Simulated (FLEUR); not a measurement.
Worked example: self-consistent single point of Nb3Sn (Pm-3n, 8 atoms in the cell) in FLEUR.

Method of the run: PBE, all-electron FLAPW (FLEUR), scalar-relativistic valence.

The change in words: lattice scaled by 0.98. Reference geometry:
```
CELL_PARAMETERS angstrom
      5.30433     0.00000     0.00000
      0.00000     5.30433     0.00000
      0.00000     0.00000     5.30433
ATOMIC_POSITIONS crystal
  Nb 0.25000 0.00000 0.50000
  Nb 0.75000 0.00000 0.50000
  Nb 0.50000 0.75000 0.00000
  Nb 0.50000 0.25000 0.00000
  Nb 0.00000 0.50000 0.75000
  Nb 0.00000 0.50000 0.25000
  Sn 0.00000 0.00000 0.00000
  Sn 0.50000 0.50000 0.50000
```

Reference input (self-consistent single point, DFT, PBE, all-electron FLAPW (FLEUR), scalar-relativistic valence): Kmax = 4.4 1/bohr; GmaxXC = 17.6 1/bohr; xcFunctional = pbe; jspins = 1; l_soc = F; mode = hist; fermiSmearingEnergy = 0.00367493 Htr; mesh (inpgen div1-3) = 5 5 5; inpgen gamma flag = false; Gmax = 17.6 1/bohr; numbands = 0; maxIterBroyd = 15. This run's input differs from it in these lines:

```diff
@@ -3,5 +3,5 @@
 &input film=f /
-5.3043270000 0.0000000000 0.0000000000
-0.0000000000 5.3043270000 0.0000000000
-0.0000000000 0.0000000000 5.3043270000
+5.1982400000 0.0000000000 0.0000000000
+0.0000000000 5.1982400000 0.0000000000
+0.0000000000 0.0000000000 5.1982400000
 1.8897261246
@@ -49,5 +49,5 @@
          <bravaisMatrix>
-            <row-1>   10.0237253053211433     0.0000000000000000     0.0000000000000000</row-1>
-            <row-2>    0.0000000000000000    10.0237253053211433     0.0000000000000000</row-2>
-            <row-3>    0.0000000000000000     0.0000000000000000    10.0237253053211433</row-3>
+            <row-1>    9.8232499299407046     0.0000000000000000     0.0000000000000000</row-1>
+            <row-2>    0.0000000000000000     9.8232499299407046     0.0000000000000000</row-2>
+            <row-3>    0.0000000000000000     0.0000000000000000     9.8232499299407046</row-3>
          </bravaisMatrix>
```

The program printed (abridged):

```
 Iteration:     1   Distance:      11.26185174 me/bohr^3
 Iteration:     2   Distance:      10.32170065 me/bohr^3
 Iteration:     3   Distance:       4.21541028 me/bohr^3
 Iteration:     4   Distance:       2.75958621 me/bohr^3
 Iteration:     5   Distance:       1.35624908 me/bohr^3
   [... 9 lines left out ...]
 Iteration:    15   Distance:       0.00006206 me/bohr^3
 Iteration:    16   Distance:       0.00005583 me/bohr^3
 Iteration:    17   Distance:       0.00002037 me/bohr^3
 Iteration:    18   Distance:       0.00000797 me/bohr^3
 Run finished successfully
 Stop message:
   Structural relaxation: Done

[file out, last iteration]
             iter=     19
[...]
          total density-effective poten   -5.7716276932E+04
          total charge density-energy d   -1.0457852526E+03
 Updated energy parameters for spin:           1
[...]
 fermi energy and band-weighting factors:
   [... 8 lines left out ...]

[...]
FERMIE:
          first approx. to ef    (T=0)  :   0.550541 htr   (energy of the highest occ. eigenvalue)
          number of occ. states  (T=0)  :        530
          first approx. to seigv (T=0)  : -24.683301 htr
          sum of weights of occ. states :  53.008000
          sum of semicore charge        :   0.000000 e
FERHIS:  Fermi-Energy by histogram:
          bandgap                     :   0.000000 htr
   [... lines left out ...]
          charge neutrality (T=0)     :   0.016000    (zero if the highest occ. eigenvalue is "entirely" occupied)
     EF_NEWTON:  Adjust Fermi-Energy by Newton-Method.
 Direct bandgap for spin            1 :    5.2662059166985742E-004  Htr
 ---->    free energy=                    -35281.1644448684 htr
   [... lines left out ...]
      extrapolation for T->0
 ---->    total electron energy=          -35281.1585143038 htr
 ***** TOTAL FORCES ON ATOMS *****
 TOTAL FORCE FOR ATOM TYPE=  1  X=  2.456   Y=  0.000   Z=  4.912
                       FX_TOT= 0.000000 FY_TOT= 0.000000 FZ_TOT= 0.000000
 TOTAL FORCE FOR ATOM TYPE=  2  X=  0.000   Y=  0.000   Z=  0.000
                       FX_TOT= 0.000000 FY_TOT= 0.000000 FZ_TOT= 0.000000
 Structural relaxation: Done
```

The run converged in 18 iterations. FLEUR gives forces in its relaxation mode, with a further iteration, so its stop message speaks of a relaxation. Against the reference run the free energy goes up by 50.3 meV/atom.

The starting cell comes from a database of computed structures (which also holds hypothetical and non-ambient phases and stackings), without a prior relaxation at this level. Its lattice was rescaled by a random factor within 2.5 % of one. For this run, on top of that: lattice scaled by 0.98. Spin polarisation is off. Values depend on the basis (sphere radii, cutoffs, local orbitals), which need not be converged. The log's line on a gap gives a spacing of levels on this mesh, which the program prints for metals too.

Cost on one core of a shared machine: roughly 6 min.
